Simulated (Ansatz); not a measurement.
A computed series for Ca: pressure series

The reference is Ca in the fcc (Cu type) structure (space group Fm-3m, No. 225; a = 5.5265 Å).

Cell and atoms are relaxed at each pressure.

The values are results of Ansatz (a quantum-chemistry and plane-wave program) PBE, no spin-orbit coupling, not measurements.

Two rows of this table had their results exchanged by mistake.

```json
[
 {"pressure": "pressure −2 GPa", "volume per atom (Å³)": "48.89", "shortest distance (Å)": "4.104", "band gap": "zero"},
 {"pressure": "pressure −1 GPa", "volume per atom (Å³)": "44.98", "shortest distance (Å)": "3.992", "band gap": "zero"},
 {"pressure": "pressure 0.3 GPa", "volume per atom (Å³)": "41.49", "shortest distance (Å)": "3.886", "band gap": "zero"},
 {"pressure": "pressure 0.7 GPa", "volume per atom (Å³)": "34.22", "shortest distance (Å)": "3.644", "band gap": "zero"},
 {"pressure": "pressure 1.5 GPa", "volume per atom (Å³)": "39.06", "shortest distance (Å)": "3.809", "band gap": "zero"},
 {"pressure": "pressure 3 GPa", "volume per atom (Å³)": "36.71", "shortest distance (Å)": "3.730", "band gap": "zero"},
 {"pressure": "pressure 5 GPa", "volume per atom (Å³)": "40.62", "shortest distance (Å)": "3.858", "band gap": "zero"},
 {"pressure": "pressure 7.5 GPa", "volume per atom (Å³)": "31.84", "shortest distance (Å)": "3.558", "band gap": "zero"},
 {"pressure": "pressure 10 GPa", "volume per atom (Å³)": "30.00", "shortest distance (Å)": "3.488", "band gap": "zero"}
]
```

### Question
Which two?

### Answer
The rows for pressure 0.7 GPa and pressure 5 GPa: the volume has to fall steadily with pressure, so 40.62 Å³ belongs to pressure 0.7 GPa and 34.22 Å³ to pressure 5 GPa.

Load acts through the strain it causes; cell and atoms are relaxed under it. No phonon test of stability was made. No other phases were tried under pressure. Gaps under 0.05 eV, about the width of the smearing, are given as zero.
